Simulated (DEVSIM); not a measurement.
System: abrupt Si p-n junction, at 300 K.

```tsv
layer (left to right)	material	thickness (μm)	Nd (cm⁻³)	Na (cm⁻³)	τn (s)	τp (s)
1	Si	9.70	-	6.4e16	1.8e-5	1.8e-5
2	Si	5.00	1.4e15	-	1.8e-5	1.8e-5
```

Left contact: ohmic. Right contact: ohmic. Voltage is applied to the left contact. Recombination: SRH at mid-gap, radiative, Auger. Gap narrowing is on: ΔEg = 6.92 meV × (l + √(l² + 0.5)), l = ln(N/1.3e17 cm⁻³), shared equally by both band edges. Mobility is μmin + (μ − μmin)/(1 + (N/Nref)^α).

The device is made up for the run: typed textbook-type constants, with dimensions and the other settings drawn at random. Values at 300 K.

```tsv
parameter	Si
gap (eV)	1.124
affinity (eV)	4.05
permittivity	11.7
Nc (cm⁻³)	2.86e19
Nv (cm⁻³)	3.1e19
μn (cm²/Vs)	1417
μp (cm²/Vs)	470
μn,min	52
μp,min	45
Nref,n	9.7e16
Nref,p	2.2e17
αn	0.68
αp	0.72
B (cm³/s)	4.7e-15
Cn (cm⁶/s)	2.8e-31
Cp (cm⁶/s)	9.9e-32
```

Model (solved in DEVSIM): 1D drift-diffusion, Boltzmann statistics, complete ionisation; no tunnelling, impact ionisation, image-force lowering or self-heating.

Base results: potential step across the device at zero bias (V) 0.706; dark forward voltage at 1 A/cm² (V) 0.567; largest field in the device at zero bias (V/cm) 20000; dark forward voltage at 100 A/cm² (V) 0.752.

Q: What follows from this one change: thickness of layer 1 9.7 → 48 μm?

A: potential step across the device at zero bias little changed (0.706 V); dark forward voltage at 1 A/cm² little changed (0.568 V); largest field in the device at zero bias little changed (20000 V/cm); dark forward voltage at 100 A/cm² 0.752 → 0.848 V.

Q: What follows from this one change: constant mobility in place of the doping-dependent one?

A: potential step across the device at zero bias little changed (0.706 V); dark forward voltage at 1 A/cm² little changed (0.565 V); largest field in the device at zero bias little changed (20000 V/cm); dark forward voltage at 100 A/cm² 0.752 → 0.743 V.
